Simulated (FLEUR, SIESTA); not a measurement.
A FLEUR input for a self-consistent single point of VCu3S4 (P-43m, 8 atoms in the cell) (DFT, PBEsol, all-electron FLAPW (FLEUR), scalar-relativistic valence):

Input of the input generator:

```
VCu3S4 crystal
&input film=f /
10.1476025221 0.0000000000 0.0000000000
0.0000000000 10.1476025221 0.0000000000
0.0000000000 0.0000000000 10.1476025221
1.0
1.0 1.0 1.0

8
23 0.0000000000 0.0000000000 0.0000000000
29 0.0000000000 0.5000000000 0.0000000000
29 0.5000000000 0.0000000000 0.0000000000
29 0.0000000000 0.0000000000 0.5000000000
16 0.7629200000 0.2370800000 0.7629200000
16 0.2370800000 0.2370800000 0.2370800000
16 0.2370800000 0.7629200000 0.7629200000
16 0.7629200000 0.7629200000 0.2370800000

&comp jspins=1 /
&exco xctyp='PBEs' /
&kpt div1=5 div2=5 div3=5 /
&end /
```

```xml
<?xml version="1.0" encoding="UTF-8" standalone="no"?>
<fleurInput fleurInputVersion="0.39">
   <comment>
      VCu3S4 crystal                                                                                      
   </comment>
   <calculationSetup>
      <cutoffs Kmax="4.4" Gmax="13.2" GmaxXC="13.2" numbands="0"/>
      <scfLoop itmax="100" minDistance="0.00001" maxIterBroyd="15" imix="Anderson" alpha="0.05" precondParam="0.0" spinf="2.0"/>
      <coreElectrons ctail="T" frcor="F" kcrel="0" coretail_lmax="0"/>
      <xcFunctional name="PBEs" relativisticCorrections="F"/>
      <magnetism jspins="1"/>
      <soc l_soc="F" theta="0.0" phi="0.0" spav="F"/>
      <expertModes spex="0" secvar="F"/>
      <geometryOptimization l_f="T" forcealpha="1.0" forcemix="BFGS" epsdisp="0.00001" epsforce="0.00001"/>
      <ldaU l_linMix="F" mixParam="0.05" spinf="1.0"/>
   </calculationSetup>
   <cell>
      <bzIntegration valenceElectrons="70.0" mode="hist" fermiSmearingEnergy="0.00183747">
         <kPointListSelection listName="default-1"/>
         <!-- k-points included here -->
         <xi:include xmlns:xi="http://www.w3.org/2001/XInclude" href="kpts.xml"> </xi:include>
      </bzIntegration>
      <!-- symmetry operations included here -->
      <xi:include xmlns:xi="http://www.w3.org/2001/XInclude" href="sym.xml"> </xi:include>
      <bulkLattice scale="1.0">
         <bravaisMatrix>
            <row-1>   10.1476025220999997     0.0000000000000000     0.0000000000000000</row-1>
            <row-2>    0.0000000000000000    10.1476025220999997     0.0000000000000000</row-2>
            <row-3>    0.0000000000000000     0.0000000000000000    10.1476025220999997</row-3>
         </bravaisMatrix>
      </bulkLattice>
   </cell>
   <atomSpecies>
      <species name="Vanadium (V)" element="V" atomicNumber="23">
         <mtSphere radius="2.31" gridPoints="813" logIncrement="0.015"/>
         <atomicCutoffs lmax="10" lnonsphr="8"/>
         <electronConfig flipSpins="F">
            <coreConfig>(1s1/2) (2s1/2) (2p1/2) (2p3/2)</coreConfig>
            <valenceConfig>(3s1/2) (3p1/2) (3p3/2) (4s1/2) (3d3/2) (3d5/2)</valenceConfig>
            <stateOccupation state="(3d3/2)" spinUp="0.6" spinDown="0.6"/>
            <stateOccupation state="(3d5/2)" spinUp="0.9" spinDown="0.9"/>
         </electronConfig>
         <energyParameters s="4" p="4" d="3" f="4"/>
         <lo type="SCLO" l="0" n="3" eDeriv="0"/>
         <lo type="SCLO" l="1" n="3" eDeriv="0"/>
      </species>
      <species name="Copper (Cu)" element="Cu" atomicNumber="29">
         <mtSphere radius="2.45" gridPoints="863" logIncrement="0.014"/>
         <atomicCutoffs lmax="10" lnonsphr="8"/>
         <electronConfig flipSpins="F">
            <coreConfig>(1s1/2) (2s1/2) (2p1/2) (2p3/2) (3s1/2) (3p1/2) (3p3/2)</coreConfig>
            <valenceConfig>(4s1/2) (3d3/2) (3d5/2)</valenceConfig>
            <stateOccupation state="(4s1/2)" spinUp="0.5" spinDown="0.5"/>
         </electronConfig>
         <energyParameters s="4" p="4" d="3" f="4"/>
         <lo type="HELO" l="2" n="4" eDeriv="0"/>
      </species>
      <species name="Sulfur (S)" element="S" atomicNumber="16">
         <mtSphere radius="1.50" gridPoints="529" logIncrement="0.021"/>
         <atomicCutoffs lmax="6" lnonsphr="4"/>
         <electronConfig flipSpins="F">
            <coreConfig>(1s1/2) (2s1/2) (2p1/2) (2p3/2)</coreConfig>
            <valenceConfig>(3s1/2) (3p1/2) (3p3/2)</valenceConfig>
            <stateOccupation state="(3p1/2)" spinUp="0.6666666666667" spinDown="0.6666666666667"/>
            <stateOccupation state="(3p3/2)" spinUp="1.3333333333333" spinDown="1.3333333333333"/>
         </electronConfig>
         <energyParameters s="3" p="3" d="3" f="4"/>
      </species>
   </atomSpecies>
   <atomGroups>
      <atomGroup species="Vanadium (V)">
         <relPos label="                   1">.0000000000 .0000000000 .0000000000</relPos>
         <force calculate="T" relaxXYZ="TTT"/>
      </atomGroup>
      <atomGroup species="Copper (Cu)">
         <relPos label="                   2">.0000000000 1.000/2.000 .0000000000</relPos>
         <relPos label="                   3">1.000/2.000 .0000000000 .0000000000</relPos>
         <relPos label="                   4">.0000000000 .0000000000 1.000/2.000</relPos>
         <force calculate="T" relaxXYZ="TTT"/>
      </atomGroup>
      <atomGroup species="Sulfur (S)">
         <relPos label="                   5">-.2370800000 .2370800000 -.2370800000</relPos>
         <relPos label="                   6">.2370800000 .2370800000 .2370800000</relPos>
         <relPos label="                   7">.2370800000 -.2370800000 -.2370800000</relPos>
         <relPos label="                   8">-.2370800000 -.2370800000 .2370800000</relPos>
         <force calculate="T" relaxXYZ="TTT"/>
      </atomGroup>
   </atomGroups>
   <output dos="F" band="F" slice="F">
      <checks vchk="F" cdinf="F"/>
      <bandDOS minEnergy="-.5*Htr" maxEnergy="0.5*Htr" sigma="0.015" storeEVData="T"/>
      <vacuumDOS vacdos="F" integ="F" star="F" nstars="0" locx1="0.0" locy1="0.0" locx2="0.0" locy2="0.0" nstm="0" tworkf="0.0"/>
      <unfoldingBand unfoldBand="F" supercellX="1" supercellY="1" supercellZ="1"/>
      <plotting iplot="0" polar="F">
         <plot TwoD="T" vec1="  1.0  0.0  0.0" vec2="  0.0  1.0  0.0" vec3="  0.0  0.0  1.0" zero="  0.0  0.0  0.0" file="plot"/>
      </plotting>
      <chargeDensitySlicing numkpt="0" minEigenval="0.0" maxEigenval="0.0" nnne="0" pallst="F"/>
      <specialOutput eonly="F"/>
      <magneticCircularDichroism mcd="F" energyLo="-10.0" energyUp="0.0"/>
   </output>
  <!-- We include the file relax.xml here to enable relaxations (see documentation) -->
  <xi:include xmlns:xi="http://www.w3.org/2001/XInclude" href="relax.xml"> <xi:fallback/> </xi:include>
</fleurInput>
```

Question: Translate this input to SIESTA.

Answer: One input that does it (others would too):

```
# files in the folder: V.psml Cu.psml S.psml (PseudoDojo PBEsol standard)
SystemName  VCu3S4
SystemLabel VCu3S4

NumberOfAtoms                8
NumberOfSpecies              3
%block ChemicalSpeciesLabel
  1 23 V
  2 29 Cu
  3 16 S
%endblock ChemicalSpeciesLabel
LatticeConstant              1.0 Ang
%block LatticeVectors
     5.369880000    0.000000000    0.000000000
     0.000000000    5.369880000    0.000000000
     0.000000000    0.000000000    5.369880000
%endblock LatticeVectors
AtomicCoordinatesFormat      Fractional
%block AtomicCoordinatesAndAtomicSpecies
     0.000000000    0.000000000    0.000000000  1
     0.000000000    0.500000000    0.000000000  2
     0.500000000    0.000000000    0.000000000  2
     0.000000000    0.000000000    0.500000000  2
     0.762920000    0.237080000    0.762920000  3
     0.237080000    0.237080000    0.237080000  3
     0.237080000    0.762920000    0.762920000  3
     0.762920000    0.762920000    0.237080000  3
%endblock AtomicCoordinatesAndAtomicSpecies

XC.functional                GGA
XC.authors                   PBEsol
PAO.BasisSize                DZP
PAO.EnergyShift              0.01 Ry
MeshCutoff                   300 Ry
%block kgrid.MonkhorstPack
    5   0   0  0.0
    0   5   0  0.0
    0   0   5  0.0
%endblock kgrid.MonkhorstPack
OccupationFunction           FD
ElectronicTemperature        0.05 eV

MaxSCFIterations             150
SCF.Mixer.Method             Pulay
SCF.Mixer.Weight             0.1
SCF.Mixer.History            6
SCF.DM.Tolerance             1.0E-04
Diag.ParallelOverK           true
WriteForces                  true
```

Basis settings and potentials, where a program has them, do not carry over. This input uses DFT, GGA PBEsol, numerical atomic orbitals DZP, PseudoDojo PBEsol standard norm-conserving potentials (rewritten from UPF to PSML).

The starting cell comes from a database of computed structures (which also holds hypothetical and non-ambient phases and stackings), without a prior relaxation at this level.
